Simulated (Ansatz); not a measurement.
The reference is TiC in the rock salt structure (space group Fm-3m, No. 225; relaxed with 0.1 eV smearing).

```yaml
crystal:
  lattice:
    - [0.00000, 2.14668, 2.14668]
    - [2.14668, 0.00000, 2.14668]
    - [2.14668, 2.14668, 0.00000]
  atoms:
    - { symbol: Ti, position: [0.00000, 0.00000, 0.00000] }
    - { symbol: C, position: [0.50000, 0.50000, 0.50000] }
```

Cartesian axes are those of the cell as printed.

Computed with PBEsol (Ansatz, a first-principles code; PAW; 420 eV plane waves; without spin-orbit coupling).

It is then changed as follows: uniaxial stress, 2 GPa tension along x; all other stress components relax to zero.

What does the calculation give for the strain response after the change?

The strain response (xx, yy, zz) is (+0.40, −0.07, −0.07) %.

Beyond what the load breaks, stability against distortions was not tested. The base started in Pnma and relaxed to Fm-3m at this level. All final runs are without spin polarisation.
